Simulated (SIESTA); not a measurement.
Input and output of a self-consistent single point for LiF (Fm-3m, 2 atoms in the cell) (SIESTA).

Method of the run: GGA PBE, numerical atomic orbitals DZP, PseudoDojo PBE standard norm-conserving potentials (rewritten from UPF to PSML) (SIESTA).

The change in words: lattice scaled by 0.98. Reference geometry:
```
CELL_PARAMETERS angstrom
      0.00000     2.01500     2.01500
      2.01500     0.00000     2.01500
      2.01500     2.01500     0.00000
ATOMIC_POSITIONS crystal
  Li 0.00000 0.00000 0.00000
  F  0.50000 0.50000 0.50000
```

Reference input (self-consistent single point, DFT, GGA PBE, numerical atomic orbitals DZP, PseudoDojo PBE standard norm-conserving potentials (rewritten from UPF to PSML)): XC.functional = GGA; XC.authors = PBE; potentials = PseudoDojo PBE standard; PAO.BasisSize = DZP; PAO.EnergyShift = 0.01 Ry; MeshCutoff = 350 Ry; kgrid.MonkhorstPack = 7 7 7; OccupationFunction = FD; ElectronicTemperature = 20 meV; PAO.Polarization.NonPerturbative = true; MaxSCFIterations = 150; SCF.Mixer.Method = Pulay. This run's input differs from it in these lines:

```diff
@@ -10,7 +10,7 @@
 %endblock ChemicalSpeciesLabel
-LatticeConstant              2.849640 Ang
+LatticeConstant              2.792648 Ang
 %block LatticeVectors
-     0.000000000    0.707106863    0.707106863
-     0.707106863    0.000000000    0.707106863
-     0.707106863    0.707106863    0.000000000
+     0.000000000    0.707106660    0.707106660
+     0.707106660    0.000000000    0.707106660
+     0.707106660    0.707106660    0.000000000
 %endblock LatticeVectors
@@ -19,3 +19,3 @@
      0.000000000    0.000000000    0.000000000  1
-     2.015000000    2.015000000    2.015000000  2
+     1.974700000    1.974700000    1.974700000  2
 %endblock AtomicCoordinatesAndAtomicSpecies
```

The program printed (abridged):

```
        iscf     Eharris(eV)        E_KS(eV)     FreeEng(eV)     dDmax    Ef(eV) dHmax(eV)
   scf:    1     -867.423043     -869.995194     -869.995194  0.352549-10.498860  1.813262
   scf:    2     -870.077489     -870.042228     -870.042228  0.051758-10.714077  0.759286
   scf:    3     -870.054742     -870.051578     -870.051578  0.045804-10.961188  0.295888
   scf:    4     -870.052438     -870.052067     -870.052067  0.012179-11.175385  0.032446
   scf:    5     -870.052003     -870.052050     -870.052050  0.002777-11.155250  0.035781
   scf:    6     -870.052087     -870.052075     -870.052075  0.001745-11.151188  0.001608
   scf:    7     -870.052076     -870.052076     -870.052076  0.000099-11.150956  0.000046
   scf:    8     -870.052076     -870.052076     -870.052076  0.000002-11.150976  0.000019
SCF Convergence by DM+H criterion
max |DM_out - DM_in|         :     0.0000024253
max |H_out - H_in|      (eV) :     0.0000186741
SCF cycle converged after 8 iterations

Using DM_out to compute the final energy and forces

siesta: E_KS(eV) =             -870.0521

siesta: E_KS - E_eggbox =      -870.0521

siesta: Atomic forces (eV/Ang):
     1    0.000000    0.000000    0.000000
     2   -0.000000   -0.000000   -0.000000
   Tot   -0.000000   -0.000000   -0.000000
   Max    0.000000
   Res    0.000000    sqrt( Sum f_i^2 / 3N )
   Max    0.000000    constrained

Stress tensor Voigt[x,y,z,yz,xz,xy] (kbar):      -56.23      -56.23      -56.23       -0.19       -0.19       -0.19
(Free)E + p*V (eV/cell)     -869.5116
Target enthalpy (eV/cell)     -870.0521

siesta: Program's energy decomposition (eV):
siesta: FreeEng =      -870.052076

   [... lines left out ...]
siesta:    -0.035095   -0.000119   -0.000119
siesta:    -0.000119   -0.035095   -0.000119
siesta:    -0.000119   -0.000119   -0.035095

siesta: Cell volume =         15.400449 Ang**3

siesta: Pressure (static):
siesta:                Solid            Molecule  Units
siesta:           0.00038224          0.00038224  Ry/Bohr**3
siesta:           0.03509543          0.03509544  eV/Ang**3
siesta:          56.22907489         56.22909695  kBar
```

The run converged in 8 iterations. Against the reference run the free energy rises by 8.0 meV/atom, the pressure goes from 0.22 to 5.62 GPa and the gap on the mesh goes from 8.994 to 9.556 eV.

The starting cell has typed, rounded lattice constants, without a prior relaxation at this level. For this run, on top of that: lattice scaled by 0.98. Values carry the incompleteness of an atom-centred basis. With a pressure of about 6 GPa the cell is away from its equilibrium volume at this level.
